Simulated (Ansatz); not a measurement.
**RuSi (space group P2_13, No. 198)**

```
RuSi
1.0
    4.70473     0.00000     0.00000
    0.00000     4.70473     0.00000
    0.00000     0.00000     4.70473
Ru Si
4 4
Cartesian
  0.60887   0.60887   0.60887
  2.96123   1.74350   4.09586
  4.09586   2.96123   1.74350
  1.74350   4.09586   2.96123
  3.94074   3.94074   3.94074
  1.58837   3.11636   0.76399
  0.76399   1.58837   3.11636
  3.11636   0.76399   1.58837
```

Level of theory: DFT with r2SCAN, PAW potentials and a 500 eV plane-wave cutoff in Ansatz (a first-principles code), no SOC. k-mesh 10×10×10 (Γ-centred); smearing 0.05 eV (Fermi–Dirac).

```json
{
 "volume_per_atom": "13.02 Å³",
 "density": "8.24 g/cm³",
 "band_gap": "0.31 eV, indirect, Γ–X (40 % along) → k = (0, 0.200, 0.300) in the run's primitive reciprocal basis",
 "total_energy": "-3265.546 eV/atom (σ→0; compares only within this code and set-up)"
}
```

Whether these cells are dynamically stable was not tested.
